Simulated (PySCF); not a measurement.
PySCF 2.14.0, HF/def2-svp: CO[Si@H](Cl)C([SiH3])[SiH3], 18 atoms. The geometry is a generated start, not checked to be a minimum at this level.

| Property | Result |
|---|---|
| task | energy and gradient |
| basis | def2-svp |
| mol.max_memory | 7000 MB |
| mf.init_guess | minao (default) |
| mf.DIIS | CDIIS (default) |
| mf.diis_space | 8 (default) |
| mf.conv_tol | 1e-09 (default) |
| basis functions (reference run) | 169 |

```xyz
18

C      3.0580    -1.0552     0.0019
O      1.6951    -0.9821    -0.3876
Si     0.6921     0.0990     0.3868
Cl     0.3822    -0.6832     2.2560
C     -0.8081     0.4983    -0.5612
Si    -1.8752    -0.9718    -0.7050
Si    -1.7373     1.7940     0.3285
H      3.5651    -0.0942    -0.1410
H      3.1608    -1.3872     1.0408
H      3.5533    -1.7938    -0.6362
H      1.4893     1.3308     0.6060
H     -0.5334     0.8596    -1.5574
H     -2.3556    -1.4831     0.6020
H     -1.1849    -2.0734    -1.4191
H     -3.0738    -0.6541    -1.5216
H     -0.9032     3.0115     0.4858
H     -2.1966     1.3734     1.6743
H     -2.9279     2.2115    -0.4530
```
Charge 0, spin multiplicity 1.

The reference run uses exact four-centre integrals. Single runs; times are not shown.

Settings tried, all else as in the reference:
- density fitting
- density fitting of J alone, exact K
- density fitting, auxbasis = def2-universal-jfit
- density fitting, auxbasis = autoaux

**Question.** Which of these stay within 1.0 meV/atom in energy, 10 meV/Å in forces (largest component) of the reference run?

**Answer.** Within it: density fitting; density fitting of J alone, exact K. At the edge, too close to call: density fitting, auxbasis = autoaux. Outside: density fitting, auxbasis = def2-universal-jfit.

| setting | energy against the reference | difference in forces (largest component) |
|---|---|---|
| density fitting | +0.21 meV/atom | 1.5 meV/Å |
| density fitting of J alone, exact K | −0.37 meV/atom | 2.1 meV/Å |
| density fitting, auxbasis = autoaux | +0.69 meV/atom | 8.9 meV/Å |
| density fitting, auxbasis = def2-universal-jfit | +11000 meV/atom | 4300 meV/Å |

Total energies are compared; such shifts often cancel in part in energy differences. def2-universal-jfit is made for Coulomb alone and misses functions that exchange needs. Also tried and not ranked: density fitting, auxbasis = def2-universal-jkfit (same energy as a listed run); COSX exchange (sgx_fit, pjs) with fitted J, mf.with_df.grids_level_i = 1, mf.with_df.grids_level_f = 1 (gradient came out as NaN); COSX exchange (sgx_fit, pjs) with fitted J, mf.with_df.grids_level_i = 1, mf.with_df.grids_level_f = 2 (default) (gradient came out as NaN); COSX exchange (sgx_fit, pjs) with fitted J, mf.with_df.grids_level_i = 1, mf.with_df.grids_level_f = 3 (gradient came out as NaN); COSX exchange (sgx_fit, pjs) with fitted J, mf.with_df.grids_level_i = 1, mf.with_df.grids_level_f = 4 (gradient came out as NaN). The tolerance is a choice made for this comparison.
